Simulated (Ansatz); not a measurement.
Start from KI in the CsCl type structure (space group Pm-3m, No. 221; a model cell, its experimental status unchecked).

```
KI
1.0
    4.29190     0.00000     0.00000
    0.00000     4.29190     0.00000
    0.00000     0.00000     4.29190
K I
1 1
Direct
  0.00000   0.00000   0.00000
  0.50000   0.50000   0.50000
```

Cartesian axes are those of the cell as printed.

Level of theory: r2SCAN/PAW in Ansatz (a first-principles code), no spin-orbit coupling.

Modification: uniaxial strain ε_yy = −1.99 %, all other strain components held at zero; the atoms relax in the strained cell.

Problem. Predict the stress tensor and what it implies for the stiffness.

Solution. Stress of the strained cell less that of the base (GPa, compression positive):
```
   0.08    0.00    0.00
   0.00    0.77    0.00
   0.00    0.00    0.08
```

Then −Δσ_ii/ε with ε = -0.0199 gives secant stiffness values (nonlinear terms included at this strain): C22 ≈ 39 GPa.

Whether these cells are dynamically stable was not tested. This is not the structure that KI has at room temperature and ambient pressure.
